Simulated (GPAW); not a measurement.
Pressure against volume in AlB2-type ZrB2 (space group 191) (GPAW, LDA)

```xyz
3
Lattice="3.0467 0.0000 0.0000 -1.5234 2.6385 0.0000 0.0000 0.0000 3.3927" Properties=species:S:1:pos:R:3 pbc="T T T"
Zr     0.0000     0.0000     0.0000
B      1.5234     0.8795     1.6964
B      0.0000     1.7590     1.6964
```

Method of the run: LDA (Perdew-Wang 92), GPAW PAW datasets LDA (gpaw-data 1.0.1) (plane waves; GPAW). Settings: mode = pw; ecut = 1040 eV; xc = LDA; kpts = 22 22 17; mesh shift (steps) = 0 0 0; occupations.name = fermi-dirac; occupations.width = 0.05 eV; nbands = -9; symmetry.symmorphic = false; symmetry.tolerance = 0.0005; maxiter = 150. The cell above is the first row's. The rows scale it uniformly. In all rows fractional positions and the k mesh are held.

```
V (Å^3/atom)  P (GPa)
------------  -------
9.091           24.20
9.289           16.92
9.486           10.33
9.684            4.36
9.882           -1.05
10.079          -5.96
10.277         -10.41
10.475         -14.45
10.672              ?
```

Fit P against V with a cubic, and predict the withheld value at V = 10.672.

With u = V - 9.8, the rows have u = -0.7090, -0.5110, -0.3140, -0.1160, 0.0820, 0.2790, 0.4770, 0.6750. Least squares gives P = 1.114 - 27.1346·u + 6.8209·u² - 1.1709·u³. Residuals (row less fit): 0.002, 0.003, -0.013, 0.005, 0.016, -0.009, -0.006, 0.004; standard error 0.012 (degrees of freedom: 4). The fitted pressure is zero at V0 = 9.841, where dP/dV = -26.57, so B0 = -V0·dP/dV = 262 GPa. At the withheld row, u = 0.8720, so P = 1.114 - 27.1346 × 0.8720 + 6.8209 × 0.8720² - 1.1709 × 0.8720³ = -18.137 GPa. The calculation gives -18.11 GPa, 0.027 GPa above the prediction (0.1 % of the range of P in the table). The row lies outside the fitted rows, so this is an extrapolation. From the scatter of the fitted rows alone, a prediction at this place has a standard error of 0.032 GPa, so the miss is 0.8 times that.

Carrying the step between the two nearest rows on in a straight line would have given -18.47, off by 0.36; series whose last step already gives the withheld value aren't shown. The scan was laid around a cell of about the measured size, scaled by a guess for this functional; axis ratios and inner coordinates come from that cell. The runs keep the symmetry of the cell, so they don't test it for distortions. The shape of the cell and the inner coordinates aren't relaxed, so V0 and B0 belong to this uniform scaling; a relaxed crystal lies no higher in energy and is usually softer. Cutoffs and mesh are single choices, not tested for convergence of this quantity. Series with a scatter that would blur these digits, or in which a gap closes, are not shown.
